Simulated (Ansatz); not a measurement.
Reference: SnC (F-43m), PBE with spin-orbit coupling, rigid bands (plane waves, PAW; Ansatz, a quantum-chemistry and plane-wave program); geometry: cell and atoms relaxed with PBEsol.

```
CELL_PARAMETERS angstrom
      0.00000     2.51703     2.51703
      2.51703     0.00000     2.51703
      2.51703     2.51703     0.00000
ATOMIC_POSITIONS crystal
  Sn 0.00000 0.00000 0.00000
  C  0.25000 0.25000 0.25000
```

* **band gap**: 0.79 eV
* **electron conductivity mass**: 0.094 mₑ
* **hole conductivity mass**: 0.64 mₑ
* **Seebeck coefficient, n-type 1e19 cm⁻³**: -62 μV/K

Problem. Swap Sn for Si, keeping the structure type. How do these values move?

Solution. SiC (F-43m): volume per atom 15.9 to 10.3 Å³; band gap rises (0.79 eV to 1.36 eV); electron conductivity mass rises (0.094 mₑ to 0.30 mₑ); hole conductivity mass rises (0.64 mₑ to 0.71 mₑ); Seebeck coefficient, n-type 1e19 cm⁻³ rises in size (-62 μV/K to -250 μV/K).

Moves up to 5 % count as about the same. Masses are for dilute carriers at 300 K, harmonic means over directions unless an axis is named. Seebeck coefficients are for the stated density at 300 K, with one relaxation time for all states and whether or not that doping can be reached.

Computed structure with no diffraction record at hand here (it may be known, metastable or hypothetical): SnC (F-43m).
